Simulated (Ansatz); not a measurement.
**Carrier properties of BN under load (space group F-43m)**

Data:

```yaml
crystal:
  lattice:
    - [0.00000, 1.83395, 1.83395]
    - [1.83395, 0.00000, 1.83395]
    - [1.83395, 1.83395, 0.00000]
  atoms:
    - { symbol: B, position: [0.00000, 0.00000, 0.00000] }
    - { symbol: N, position: [0.25000, 0.25000, 0.25000] }
```

Calculation: r2SCAN, rigid bands (plane waves, PAW, scalar-relativistic; Ansatz, an electronic-structure program). Condition of this run: hydrostatic pressure of -18 GPa (compression positive) (the target of the relaxation). How the cell was made: cell and atoms relaxed with PBEsol, then loaded as said.

```json
{
  "band_gap": "4.94 eV",
  "electron conductivity mass (300 K, dilute)": "0.39 mₑ",
  "hole conductivity mass (300 K, dilute)": "0.68 mₑ",
  "effective density of states N_c (300 K)": "2.1e19 cm⁻³",
  "effective density of states N_v (300 K)": "8.3e19 cm⁻³",
  "density_of_states_mass_electrons": "0.89 mₑ",
  "density_of_states_mass_holes": "2.2 mₑ",
  "Seebeck coefficient, n-type 1e19 cm⁻³, 300 K": "-284 μV/K",
  "best n-type power factor at 300 K for τ = 10 fs (best axis; densities from 1e16 to 1e21 cm⁻³ tried, whether or not they can be reached)": "9.1 μW/(cm·K²) at 1e20 cm⁻³",
  "Seebeck coefficient, p-type 1e19 cm⁻³, 300 K": "396 μV/K",
  "best p-type power factor at 300 K for τ = 10 fs (best axis; densities from 1e16 to 1e21 cm⁻³ tried, whether or not they can be reached)": "19.5 μW/(cm·K²) at 3e20 cm⁻³"
}
```

Rigid bands; masses and Seebeck coefficients take one relaxation time τ for all states and one kind of carrier; polarons and phonon drag are left out. Spin-orbit coupling is left out. Geometry: cell and atoms relaxed with PBEsol.
